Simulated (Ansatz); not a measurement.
Input and output of a self-consistent single point for InHO₂ (Pnnm, 8 atoms in the cell) (Ansatz, a program for electronic structure).

Method of the run: HSE06 (plane waves, PAW; Ansatz).

```yaml
crystal:
  lattice:
    - [4.51036, 0.00000, 0.00000]
    - [0.00000, 5.26474, 0.00000]
    - [0.00000, 0.00000, 3.27864]
  atoms:
    - { symbol: In, position: [0.50000, 0.50000, 0.50000] }
    - { symbol: In, position: [0.00000, 0.00000, 0.00000] }
    - { symbol: H, position: [0.50000, 0.00000, 0.50000] }
    - { symbol: H, position: [0.00000, 0.50000, 0.00000] }
    - { symbol: O, position: [0.27966, 0.86937, 0.50000] }
    - { symbol: O, position: [0.72034, 0.13063, 0.50000] }
    - { symbol: O, position: [0.77966, 0.63063, 0.00000] }
    - { symbol: O, position: [0.22034, 0.36937, 0.00000] }
```

Reference input (self-consistent single point, DFT, HSE06, plane waves, default PAW files made with PBE): basis.ecutwfc = 420 eV; kpoints.mp_grid.grid = 3 3 5; hamiltonian.xc = hse06; hamiltonian.pseudopotentials = {kind: paw} (the program's default PAW files); scf.occupations.method = fixed. This run's input differs from it in these lines:

```diff
@@ -26,2 +26,3 @@
     method: fixed
+  algorithm: direct_min
 output:
```

The program printed (abridged):

```
Error: scf.algorithm: direct_min / scf.convergence.dm_fallback with hamiltonian.xc: <hybrid> without scf.eigensolver.kind.support_functions — direct minimisation on plane waves has no term of exact exchange; use an LDA or a GGA, or take scf.algorithm: direct_min and scf.convergence.dm_fallback out of the deck
```

The program stopped before any SCF iteration. 

The starting cell comes from a database of computed structures (which also holds hypothetical and non-ambient phases and stackings), without a prior relaxation at this level. Its lattice was rescaled by a random factor within 2.5 % of one.

Keys are those of Ansatz 0.2.
